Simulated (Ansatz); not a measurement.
Partial pair distribution functions of a relaxed model of amorphous Si24O51Mo, broadened by 0.06 Å; density 2.19 g/cm³. These are PBE, scalar-relativistic without spin-orbit coupling (plane waves to 420 eV, PAW; Ansatz, a first-principles code) values and carry that method's errors.

The cell was made by melting and quenching with the CHGNet potential and then relaxed with DFT. O atoms were pushed apart under 1.9 Å during the dynamics, to hinder bonds among them. The hot cell started wider than the set density and was brought back towards it in steps. It is the lowest in DFT energy of 2 quenches. It is a model cell: composition and starting density were chosen by hand, and all elements were melted together. No dispersion term was used. Its density started from a set value of 2.30 and ended at 2.19 g/cm³. The quench (nominally 320 K/ps over its main leg) was far faster than any real one, so the model tends to hold more defects than a real film. One small periodic cell is one sample of the glass; other quenches scatter about these values. Volume and shape were free in the relaxation.

```tsv
r (Å)	g Si-O	g O-Mo	g Si-Si	g O-O
1.35	0.00	0.00	0.00	0.00
1.45	0.32	0.01	0.00	0.00
1.55	7.61	0.75	0.00	0.00
1.65	16.10	4.75	0.00	0.00
1.75	3.85	6.83	0.00	0.00
1.85	0.33	9.26	0.00	0.00
1.95	0.01	1.97	0.00	0.00
2.05	0.00	0.03	0.00	0.00
2.15	0.00	0.00	0.00	0.00
2.25	0.00	0.00	0.02	0.01
2.35	0.00	0.00	0.28	0.17
2.45	0.00	0.00	0.26	0.89
2.55	0.00	0.00	0.02	3.14
2.65	0.00	0.00	0.08	5.94
2.75	0.00	0.00	1.04	4.12
2.85	0.02	0.00	2.34	1.54
2.95	0.20	0.00	2.71	0.67
3.05	0.31	0.00	3.50	0.42
3.15	0.54	0.19	4.02	0.18
3.25	0.73	1.13	1.96	0.32
3.35	0.85	0.42	0.43	0.60
3.45	1.18	0.01	0.05	0.48
3.55	1.07	0.01	0.16	0.42
3.65	1.26	0.55	0.07	0.73
3.75	1.53	2.61	0.04	0.69
3.85	1.61	2.75	0.27	0.57
3.95	1.61	1.93	0.67	0.65
4.05	1.85	1.07	0.87	0.66
4.15	1.83	1.64	0.65	0.91
4.25	1.59	1.38	0.73	0.79
4.35	1.21	1.30	0.55	0.78
4.45	0.74	1.82	0.87	0.82
4.55	0.45	1.21	1.27	0.86
4.65	0.50	0.52	1.27	1.17
4.75	0.51	0.93	1.02	1.24
4.85	0.63	0.97	0.40	1.43
```

Within 1.96 Å each Si has 4.04 O neighbours on average.
